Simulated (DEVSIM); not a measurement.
Device: abrupt Si p-n junction, at 400 K.

```csv
layer (left to right),material,thickness (μm),Nd (cm⁻³),Na (cm⁻³),τn (s),τp (s)
1,Si,22.0,-,4.2e18,0.0005,0.0005
2,Si,210,1.3e14,-,0.0005,0.0005
```

Left contact: ohmic. Right contact: ohmic. Voltage is applied to the left contact. Recombination: SRH at mid-gap. Mobility is μmin + (μ − μmin)/(1 + (N/Nref)^α).

Constants are typed, rounded textbook-type inputs, not results; the design itself was drawn at random and stands for no fabricated device. Values at 300 K; Nc and Nv go as T^1.5, mobilities as T to minus their exponent, the gap by Varshni's rule with the affinity fixed.

| parameter | Si |
|---|---|
| gap (eV) | 1.124 |
| affinity (eV) | 4.05 |
| permittivity | 11.7 |
| Nc (cm⁻³) | 2.86e19 |
| Nv (cm⁻³) | 3.1e19 |
| μn (cm²/Vs) | 1417 |
| μp (cm²/Vs) | 470 |
| μn,min | 52 |
| μp,min | 45 |
| Nref,n | 9.7e16 |
| Nref,p | 2.2e17 |
| αn | 0.68 |
| αp | 0.72 |
| T exponent of μn | 2.3 |
| T exponent of μp | 2.2 |
| Varshni α (eV/K) | 0.000473 |
| Varshni β (K) | 636 |

Simulated with DEVSIM: 1D drift-diffusion, Boltzmann statistics, complete ionisation; no tunnelling, impact ionisation, image-force lowering or self-heating.

The thickness of layer 1 was swept, all else fixed.

| thickness of layer 1 (μm) | dark forward voltage at 100 A/cm² (V) |
|---|---|
| 4.4 | 0.952 |
| 7.7 | 0.909 |
| 13 | 0.881 |
| 22 | 0.862 |
| 37 | 0.851 |
| 66 | 0.847 |
| 110 | 0.851 |

From the first row to the last the dark forward voltage at 100 A/cm² goes from 0.952 to 0.851.
